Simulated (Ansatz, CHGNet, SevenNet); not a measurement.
How well does each level of theory give the elastic constant C33 of C11b MoSi2?

Reference value: 514 GPa (measured, temperature not stated, not corrected to a static lattice; as tabulated in Friák et al. (2018), doi:10.3390/nano8121057).

Question: What do CHGNet 0.3.0, SevenNet-0, SevenNet-l3i5, LDA, PBE, PBEsol give, and how far is each from the reference?

Answer: 
```
level (code)     value (GPa)  cell (Å³/atom)  difference (%)
---------------  -----------  --------------  --------------
CHGNet 0.3.0             337           13.59             -34
SevenNet-0               383           13.63             -25
SevenNet-l3i5            417           13.61           -18.9
LDA (Ansatz)             535           13.06            +4.1
PBE (Ansatz)             491           13.58            -4.5
PBEsol (Ansatz)          522           13.27            +1.6
```

The reference's temperature isn't stated, so close values are not ranked against it. Off by more than 25 %, or 35 % on the side where a correction would as a rule narrow the miss (bounds picked here): CHGNet 0.3.0 (-34 %), SevenNet-0 (-25 %).

The measured value isn't corrected to a static lattice, so vibrations enter the comparison. A static lattice is as a rule stiffer than a warm one, by over a tenth in soft solids.  Each level is taken at its own relaxed cell. Ansatz's density-functional and Hartree–Fock values are scalar-relativistic unless marked +SOC, with PAW data made under PBE.

Machine-learned potentials (CHGNet 0.3.0, SevenNet-0, SevenNet-l3i5) are trained on DFT data: a solid inside that data is no test of them.

Differences are worked out from the printed values.

Ansatz is a quantum-chemistry and plane-wave program.
